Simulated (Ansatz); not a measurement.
System: ReC (model structure, started from the NbAs type, I4₁md, No. 109, 4 atoms in the cell). Method: PBE in Ansatz (plane waves, PAW).

Run with plane-wave cutoff 520 eV, 28×28×28 k mesh, Fermi–Dirac smearing 0.05 eV, no spin polarisation, scalar-relativistic PAW data made under PBE.

Cell (relaxed at this level):

```cif
data_C4Re4
_chemical_formula_sum 'Re4 C4'
_space_group_name_H-M_alt 'I41md'
_space_group_IT_number 109
_space_group_name_Hall 'I 4bw -2'
_cell_length_a 2.84000
_cell_length_b 2.84000
_cell_length_c 10.01219
_cell_angle_alpha 90.000
_cell_angle_beta 90.000
_cell_angle_gamma 90.000
loop_
_atom_site_label
_atom_site_type_symbol
_atom_site_symmetry_multiplicity
_atom_site_Wyckoff_symbol
_atom_site_fract_x
_atom_site_fract_y
_atom_site_fract_z
_atom_site_occupancy
Re1 Re 4 a 0.00000 0.00000 0.24815 1
C1 C 4 a 0.00000 0.00000 0.66785 1
```
(The calculation used a cell of 4 atoms; values per cell refer to that cell.)

### Question
Estimate the bulk modulus B0 that the calculation returns.

### Answer

bulk modulus B0: 410 GPa

Note: the run has no spin polarisation, so it can have missed a magnetic state; the bulk modulus is −V dP/dV from two relaxed cells at ±2 % in volume; the relaxation could raise the start's symmetry but not lower it, so the cell can be a saddle point.

Spin–orbit coupling is not included; it can open a gap where bands touch, and shift volumes and moduli.

Static lattice: no zero-point or thermal effects.

It cost very roughly 30 core-minutes of CPU time.

A model structure was made by putting elements into a prototype or built by hand; it is no filed structure, need not be a known phase, and can be a saddle point held by its symmetry.

Ansatz is a quantum-chemistry and plane-wave program.
